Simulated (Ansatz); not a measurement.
# Pressure series in NaCl

Consider NaCl in the rock salt structure (space group Fm-3m, No. 225).

Space group Fm-3m (No. 225); a = b = c = 5.6956 Å, α = β = γ = 90.00°

```json
[
 {"atom": "Cl", "site": "4a", "symmetry": "m-3m", "x": "0.0000", "y": "0.0000", "z": "0.0000"},
 {"atom": "Na", "site": "4b", "symmetry": "m-3m", "x": "0.5000", "y": "0.5000", "z": "0.5000"}
]
```
(The calculation used a cell of 2 atoms; values per cell refer to that cell.)

Cell and atoms are relaxed at each pressure.

Method: PBE (Ansatz, a quantum-chemistry and plane-wave program, PAW, scalar-relativistic without spin-orbit coupling), earlier PAW set.

Candidates:
(a) pressure 15 GPa
(b) pressure −1 GPa
(c) pressure −2 GPa

Before the change:

```
Item        Value
--------  -------
Band gap  5.00 eV
```

Task: Order them by band gap, highest first.

Result: (a) pressure 15 GPa (6.44 eV), (b) pressure −1 GPa (4.83 eV), (c) pressure −2 GPa (4.62 eV)

Load acts through the strain it causes; cell and atoms are relaxed under it. Whether these cells are dynamically stable was not tested. No other phases were tried under pressure.
